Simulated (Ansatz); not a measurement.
Ansatz (a quantum-chemistry and plane-wave program) run on VRe (Cmm2, 2 atoms in the cell): self-consistent single point.

Computed with LDA (PW92), default PAW files made with PBE (plane waves; Ansatz).

The change in words: lattice scaled by 0.98; basis.ecutwfc: 420 eV → 630 eV. Reference geometry:
```yaml
crystal:
  lattice:
    - [1.50727, -2.17574, 0.00000]
    - [1.50727, 2.17574, 0.00000]
    - [0.00000, 0.00000, 4.20942]
  atoms:
    - { symbol: V, position: [0.50000, 0.50000, 0.51188] }
    - { symbol: Re, position: [0.00000, 0.00000, 0.00000] }
```

Reference input (self-consistent single point, DFT, LDA (PW92), plane waves, default PAW files made with PBE): basis.ecutwfc = 420 eV; kpoints.mp_grid.grid = 11 11 7; hamiltonian.xc = lda; hamiltonian.pseudopotentials = {kind: paw} (the program's default PAW files); scf.occupations.method = fermi_dirac; scf.occupations.width = 0.1 eV. This run's input differs from it in these lines:

Ansatz 0.2 input:
```diff
@@ -3,5 +3,5 @@
   lattice:
-    - [1.507271, -2.175737, 0.000000]
-    - [1.507271, 2.175737, 0.000000]
-    - [0.000000, 0.000000, 4.209417]
+    - [1.477126, -2.132222, 0.000000]
+    - [1.477126, 2.132222, 0.000000]
+    - [0.000000, 0.000000, 4.125229]
   atoms:
@@ -10,3 +10,3 @@
 basis:
-  ecutwfc: 420.0
+  ecutwfc: 630.0
 kpoints:
```

Output (repeated stretches shortened):

```
SCF iter   1: F=—  HF=-13468.585384 eV  |F-HF|=—  |Δ(HF+E_count)|=         —  Δρ=6.71e-3  dr2=6.76e-3  ethr=1.77e-3  ⟨swp⟩=4.9  Hψ=11054  notcnv=0
all-band conjugate gradients solve this SCF's bands
preconditioner: auto → none
SCF iter   2: F=—  HF=-13468.585529 eV  |F-HF|=—  |Δ(HF+E_count)|=   1.45e-4  Δρ=3.97e-3  dr2=5.57e-3  ethr=2.41e-5  ⟨swp⟩=1.9  Hψ=4296  notcnv=0
SCF iter   3: F=—  HF=-13468.584940 eV  |F-HF|=—  |Δ(HF+E_count)|=   5.88e-4  Δρ=1.46e-3  dr2=4.01e-4  ethr=1.99e-5  ⟨swp⟩=1.9  Hψ=3083  notcnv=0
SCF iter   4: F=—  HF=-13468.584915 eV  |F-HF|=—  |Δ(HF+E_count)|=   2.48e-5  Δρ=5.55e-4  dr2=1.08e-4  ethr=1.43e-6  ⟨swp⟩=2.2  Hψ=3842  notcnv=0
SCF iter   5: F=—  HF=-13468.584890 eV  |F-HF|=—  |Δ(HF+E_count)|=   2.56e-5  Δρ=1.73e-4  dr2=1.44e-5  ethr=3.85e-7  ⟨swp⟩=2.1  Hψ=3941  notcnv=0
SCF iter   6: F=—  HF=-13468.584882 eV  |F-HF|=—  |Δ(HF+E_count)|=   7.43e-6  Δρ=3.24e-5  dr2=1.00e-7  ethr=3.57e-10  ⟨swp⟩=3.5  Hψ=11408  notcnv=0
SCF iter   7: F=-13468.584882 eV  HF=-13468.584882 eV  |F-HF|=3.97e-10  |Δ(HF+E_count)|=   1.01e-8  Δρ=7.99e-6  dr2=3.68e-9  ethr=3.57e-10  ⟨swp⟩=4.5  Hψ=9162  notcnv=0
SCF 1 converged in 7 iterations: F = -13468.584882 eV  dr2 = 3.68e-9
Free energy (F): -13468.584882 eV
Internal energy: -13468.542555 eV  (E = F + TS)
E sigma→0 (E₀):  -13468.563719 eV
Entropy (-TS):   -0.042328 eV (-21.164 meV/atom)
Fermi energy:    22.601885 eV
--- Forces (eV/Å), atoms counted from 1 ---
  atom   1  V      0.00000000     0.00000000    -0.76763880
  atom   2  Re     0.00000000     0.00000000     0.76762967
--- Stress (GPa, compression-positive) ---
       13.290048       0.000000       0.000000
        0.000000      12.349396       0.000000
        0.000000       0.000000      11.696577
  P = ⅓ Tr σ = 12.4453 GPa (124.453 kbar)
  The stress holds the Pulay correction. Without it, at fixed plane waves, as pw.x and ABINIT print it: P = 12.4202 GPa
```

The run converged in 7 iterations. Against the reference run the free energy goes up by 8.5 meV/atom, the pressure goes from -7.39 to 12.45 GPa and the largest force goes from 0.585 to 0.768 eV/Å.

The starting cell comes from a database of computed structures (which also holds hypothetical and non-ambient phases and stackings), without a prior relaxation at this level. Its lattice was rescaled by up to half a per cent. One atom was moved a little off its site on purpose. For this run, on top of that: lattice scaled by 0.98. Spin polarisation is off. Ansatz's pressure includes its estimate of the finite-basis (Pulay) stress.
